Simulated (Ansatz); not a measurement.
1T (CdI2-type) TiBr2 (cell taken from a computed entry), treated with r²SCAN-D4 (Ansatz, a first-principles code, plane waves, PAW).

Numerical settings: plane-wave cutoff 500 eV, 12×12×6 k mesh (along the axes of the cell as run), gaussian smearing 0.02 eV, spin-polarised start, scalar-relativistic PAW data made under PBE.

Cell (relaxed at this level):

```yaml
crystal:
  lattice:
    - [3.86453, 0.00000, 0.00000]
    - [-1.93226, 3.34678, 0.00000]
    - [0.00000, 0.00000, 6.28735]
  atoms:
    - { symbol: Ti, position: [0.00000, 0.00000, 0.00000] }
    - { symbol: Br, position: [0.33333, 0.66667, 0.23981] }
    - { symbol: Br, position: [0.66667, 0.33333, 0.76019] }
```

Task: Give the computed band gap.

Result: 
- band gap = 0.54 eV (on the SCF k mesh)

Note: the magnetic order was assumed, not searched for or taken from measurement; the relaxation could not lower the start's symmetry, so the cell can be a saddle point above a distorted one.

Spin–orbit coupling is not included.

Computed values are for the static lattice.

It cost very roughly 5 core-minutes of CPU time.
